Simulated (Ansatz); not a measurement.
Take SiO2 in the rutile structure (space group P4_2/mnm, No. 136; a = 4.2359 Å, c = 2.6899 Å) as the base.

Calculations: plane-wave PAW DFT at the PBE level (Ansatz, a first-principles code, 420 eV), no spin-orbit coupling, earlier PAW set.

Carriers are added at fixed cell with a uniform background; the Fermi–Dirac width is that of 300 K.

One change was made to it. Results:

```json
[
 {"quantity": "gap between the host's bands", "base": "5.05 eV", "after": "5.11 eV"},
 {"quantity": "Fermi level relative to the doped band's edge (positive inside the band; to 0.05 eV)", "base": "–", "after": "+0.45 eV"},
 {"quantity": "gap character", "base": "direct at Γ", "after": "direct at Γ"}
]
```

Question: Which of these changes matches the shifts?
A) holes 5.0×10^21 cm⁻³
B) holes 2.0×10^22 cm⁻³
C) holes 3.0×10^21 cm⁻³
D) holes 1.0×10^22 cm⁻³

Answer: C, holes 3.0×10^21 cm⁻³. For comparison, the gap between the host's bands in the other runs: holes 2.0×10^22 cm⁻³ gives 5.45 eV; holes 1.0×10^22 cm⁻³ gives 5.25 eV; holes 5.0×10^21 cm⁻³ gives 5.15 eV.

Carriers are added with a uniform compensating background; total energy and stress of such cells depend on the potential's zero and are not compared; many-body gap narrowing is missing at this level. Stability against distortions was not tested.
